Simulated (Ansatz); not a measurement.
The starting structures come from a database of crystals and need not be the phases stable at ambient conditions.

Given:

```xyz
2
Lattice="3.0197 0.0000 0.0000 0.0000 3.0197 0.0000 1.5098 -1.5098 2.1352" Properties=species:S:1:pos:R:3 pbc="T T T"
Ga     0.0000     0.0000     0.0000
N      1.5098     1.5098     0.0000
```

Space group of this cell: Fm-3m, rock salt. The cell is taken as given; by r2SCAN its mean pressure is -8.5 GPa.

Method: r2SCAN (plane waves, PAW; Ansatz, a quantum-chemistry and plane-wave program).

The current runs along the normal of the first two printed vectors; no spin-orbit coupling. Scaled by the factor s: all lengths (ions clamped). Meshes 14×14×14 and 10×10 across the current in all rows.

| s | mean pressure (GPa) | band gap (eV) |
|---|---|---|
| 0.98 | 5.8 | ? |
| 1.00 | -8.5 | 0.92 |
| 1.02 | -19.0 | 0.53 |

Problem. Take the slope of the band gap against ln s from the two given rows, extrapolate to s = 0.98, and say what the run there gives.

Solution. Slope = (0.53 − 0.92) / ln 1.02 = -19.7 eV. The line gives 0.92 + (-19.7) × ln 0.98 = 1.32 eV. The run gives 1.33 eV, 0.01 eV over the line, 3 % of the predicted step.
